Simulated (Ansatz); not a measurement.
System: cubic perovskite KMgF3. Method: HSE06 (plane waves, PAW; Ansatz, a program for electronic structure).

Run with plane-wave cutoff 460 eV, 6×6×6 k mesh, Fermi–Dirac smearing 0.01 eV, scalar-relativistic PAW data made under PBE.

Cell (relaxed at this level):

```yaml
crystal:
  lattice:
    - [4.00545, 0.00000, 0.00000]
    - [0.00000, 4.00545, 0.00000]
    - [0.00000, 0.00000, 4.00545]
  atoms:
    - { symbol: K, position: [0.00000, 0.00000, 0.00000] }
    - { symbol: Mg, position: [0.50000, 0.50000, 0.50000] }
    - { symbol: F, position: [0.50000, 0.00000, 0.50000] }
    - { symbol: F, position: [0.00000, 0.50000, 0.50000] }
    - { symbol: F, position: [0.50000, 0.50000, 0.00000] }
```

Question: Give the computed bulk modulus, band gap, smallest direct gap on the k points sampled and pressure derivative B′ of the bulk modulus.

Answer: 
- bulk modulus: 73.0 GPa
- band gap: 9.46 eV (on the SCF k mesh) (indirect)
- smallest direct gap on the k points sampled: 9.76 eV
- pressure derivative B′ of the bulk modulus: 4.4

Measured, for comparison: bulk modulus 75.1 GPa (room temperature, not corrected to a static lattice, our sources range from 71.2 to 75.1; as tabulated in Vaitheeswaran et al. (2007), arXiv:cond-mat/0703621). Computed (rounded) less measured: bulk modulus -3 % (inside the range of the sources held).

The computed numbers hold no vibrational or temperature effects.

Cost on a shared machine: around 10 core-minutes (rough).
